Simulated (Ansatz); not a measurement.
## PBE against r2SCAN: TiO2, pressure 5 GPa

Base system: TiO2 in the anatase structure (space group I4_1/amd, No. 141; a = 3.799 Å, c = 9.701 Å).

(Cell as relaxed with PBE.)

Levels (all Ansatz, a quantum-chemistry and plane-wave program, PAW): PBE (420 eV, spin-orbit coupling left out); r2SCAN (500 eV, scalar-relativistic without spin-orbit coupling).

Each level relaxes its own structure.

```tsv
base	PBE	r2SCAN
volume per atom	11.67 Å³	11.40 Å³
lattice parameter a	3.799 Å	3.778 Å
band gap	2.13 eV	2.53 eV
```

It is then changed as follows: a hydrostatic pressure of 5 GPa.

```tsv
quantity	PBE	r2SCAN
gap character	indirect, Γ–X (87 % along) → Γ	[?]
band gap	2.10 eV	[?]
volume per atom	11.35 Å³	[?]
```

Problem. What does r2SCAN give?

Solution. 
- gap character, r2SCAN: indirect, Γ–X (87 % along) → Γ
- band gap, r2SCAN: 2.50 eV
- volume per atom, r2SCAN: 11.11 Å³

PBE's band gap lies 0.405 eV below r2SCAN's; PBE's volume per atom lies 0.234 Å³ above r2SCAN's (2.1 %); the two agree on the gap character. Neither level is exact; r2SCAN is the comparison here, not a measurement.

Load acts through the strain it causes; cell and atoms are relaxed under it. No phonon test of stability was made. Competing high-pressure phases were not computed. All final runs are without spin polarisation.
